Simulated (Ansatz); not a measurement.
# A computed series for La2O3: response to strain

Take La2O3 (space group P-3m1, No. 164; a = 3.906 Å, c = 6.040 Å) as the base. Axes: x lies along a and z along c of the hexagonal cell.

Strains are applied to the cell and any free atomic positions relax; under biaxial strain the out-of-plane vector relaxes too; under stress the whole cell relaxes.

Level of theory: Ansatz (an electronic-structure program), PBEsol, PAW, cutoff 420 eV, no spin-orbit coupling.

Notes on the quantities. pressure: mean of the normal stresses, compression positive.

```json
[
 {"change": "base", "band gap": "3.77 eV", "pressure": "0.00 GPa", "volume per atom": "15.96 Å³", "width of the top valence band": "0.41 eV"},
 {"change": "biaxial strain −2.38 %, plane normal [001], relaxed out of plane", "band gap": "3.69 eV", "pressure": "4.11 GPa", "volume per atom": "15.67 Å³", "width of the top valence band": "0.55 eV"},
 {"change": "biaxial strain +0.13 %, plane normal [001], relaxed out of plane", "band gap": "3.76 eV", "pressure": "-0.20 GPa", "volume per atom": "15.98 Å³", "width of the top valence band": "0.41 eV"},
 {"change": "biaxial strain +1.95 %, plane normal [001], relaxed out of plane", "band gap": "3.58 eV", "pressure": "-2.79 GPa", "volume per atom": "…", "width of the top valence band": "…"},
 {"change": "isotropic strain −4.04 %", "band gap": "3.68 eV", "pressure": "21.13 GPa", "volume per atom": "14.10 Å³", "width of the top valence band": "…"},
 {"change": "isotropic strain −3.31 %", "band gap": "3.73 eV", "pressure": "16.42 GPa", "volume per atom": "14.43 Å³", "width of the top valence band": "0.67 eV"},
 {"change": "uniaxial strain ε_yy = +2.71 %", "band gap": "3.66 eV", "pressure": "-3.59 GPa", "volume per atom": "16.39 Å³", "width of the top valence band": "–"},
 {"change": "tensor shear ε_yz = +1.21 %", "band gap": "3.75 eV", "pressure": "…", "volume per atom": "15.96 Å³", "width of the top valence band": "–"},
 {"change": "uniaxial stress, 0.5 GPa compression along z", "band gap": "3.75 eV", "pressure": "–", "volume per atom": "15.92 Å³", "width of the top valence band": "0.41 eV"}
]
```

Task: What belongs in the blanks?

Result: 
- biaxial strain +1.95 %, plane normal [001], relaxed out of plane, volume per atom: 16.17 Å³
- biaxial strain +1.95 %, plane normal [001], relaxed out of plane, width of the top valence band: 0.49 eV
- isotropic strain −4.04 %, width of the top valence band: 0.76 eV
- tensor shear ε_yz = +1.21 %, pressure: 0.07 GPa

Beyond what the load breaks, stability against distortions was not tested.
